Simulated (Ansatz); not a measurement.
WSi2: pressure series

The parent structure is WSi2 (space group I4/mmm, No. 139; a = 3.229 Å, c = 7.868 Å).

Cell and atoms are relaxed at each pressure.

Level of theory: PBE (Ansatz, a first-principles code, PAW, spin-orbit coupling left out), earlier PAW set.

Notes on the quantities. enthalpy: H = E + PV relative to the base's energy.

```
variant                enthalpy  shortest interatomic distance
----------------  -------------  -----------------------------
base                          –                        2.603 Å
pressure −2 GPa   -0.17 eV/atom                        2.608 Å
pressure −1 GPa   -0.09 eV/atom                        2.605 Å
pressure 1.8 GPa  +0.15 eV/atom                        2.598 Å
pressure 4.2 GPa  +0.36 eV/atom                        2.594 Å
pressure 9 GPa    +0.75 eV/atom                        2.584 Å
pressure 18 GPa   +1.48 eV/atom                        2.569 Å
pressure 30 GPa   +2.42 eV/atom                        2.534 Å
pressure 45 GPa   +3.54 eV/atom                        2.495 Å
pressure 60 GPa   +4.62 eV/atom                        2.462 Å
```

Load acts through the strain it causes; cell and atoms are relaxed under it. Stability against distortions was not tested. No other phases were tried under pressure. The final runs are not spin-polarised.
